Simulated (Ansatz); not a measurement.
Subject: the energy change on adding Co to slab B from Co (hcp). Reaction: cell B + Co (hcp) → cell A. Negative: the products are lower in energy.

Cell A: a stack of composition Co3Ru7 built on Ru (hcp, P6₃/mmc) (0001), with 7 atoms on that crystal's sites, 10 atoms, hexagonal cell of 2.72 Å (6.4 Å²), symmetry P3m1, 18.6 Å thick under 16 Å of vacuum, in-plane vectors held at the crystal's, which may strain the added film; planes from bottom to top: Ru × 7 | Co × 3, its two faces unlike (dipole correction applied); against B it holds Co more, on a cell with one atom a plane; spin state with PBE: parallel moments, net moment 5.1 μB a cell, k-point mesh 20×20×1.
```
CELL_PARAMETERS angstrom
      2.72194     0.00000     0.00000
     -1.36097     2.35727     0.00000
      0.00000     0.00000    34.82182
ATOMIC_POSITIONS crystal
  Ru 0.00000 0.00000 0.23322
  Ru 0.33333 0.66667 0.29249
  Ru 0.00000 0.00000 0.35427
  Ru 0.33333 0.66667 0.41613
  Ru 0.00000 0.00000 0.47794
  Ru 0.33333 0.66667 0.53961
  Ru 0.00000 0.00000 0.60046
  Co 0.33333 0.66667 0.65909
  Co 0.00000 0.00000 0.71423
  Co 0.33333 0.66667 0.76658
```

Cell B: a stack of composition Co2Ru7 built on Ru (hcp, P6₃/mmc) (0001), with 7 atoms on that crystal's sites, 9 atoms, hexagonal cell of 2.72 Å (6.4 Å²), symmetry P3m1, 16.7 Å thick under 16 Å of vacuum, in-plane vectors held at the crystal's, which may strain the added film; planes from bottom to top: Ru × 7 | Co × 2, its two faces unlike (dipole correction applied); spin state with PBE: parallel moments, net moment 3.4 μB a cell, k-point mesh 20×20×1.
```xyz
9
Lattice="2.7219 0.0000 0.0000 -1.3610 2.3573 0.0000 0.0000 0.0000 32.9090" Properties=species:S:1:pos:R:3 pbc="T T T"
Ru     0.0000     0.0000     8.1145
Ru     0.0000     1.5715    10.1782
Ru     0.0000     0.0000    12.3283
Ru     0.0000     1.5715    14.4843
Ru     0.0000     0.0000    16.6364
Ru     0.0000     1.5715    18.7797
Ru     0.0000     0.0000    20.9010
Co     0.0000     1.5715    22.9636
Co     0.0000     0.0000    24.7827
```

Reference: Co (hcp, P6₃/mmc), 2 atoms in the cell; spin state with PBE: parallel moments, net moment 3.2 μB a cell, k-point mesh 30×30×16 on the run's own vectors. Conventional cell: a = b = 2.4934 Å, c = 4.0369 Å, α = β = 90.00°, γ = 120.00°.

Plane-wave PAW calculations with Ansatz (a first-principles code), its default PAW set, cutoff 420 eV. The structures are at rest with PBE, within the held lattices. Neutral cells; Fermi-Dirac smearing of at most 0.10 eV in the solids, energies taken to zero width. A dispersion term (D3(BJ), or D4 for r2SCAN) was computed beside these levels and is taken off wherever the name lacks it. No zero-point or thermal terms. Cells are local rest points, mostly with their start's symmetry. No search over spin orders was made beyond those shown. Values are for these cell sizes. Cell A has symmetry P3m1 and got no random move, so less symmetric positions, which may lie lower, weren't tried. Cell B has symmetry P3m1 and got no random move, so less symmetric positions, which may lie lower, weren't tried.

Q: What value does PBE give?

A: 0.19 eV, for cell B + Co (hcp) → cell A.
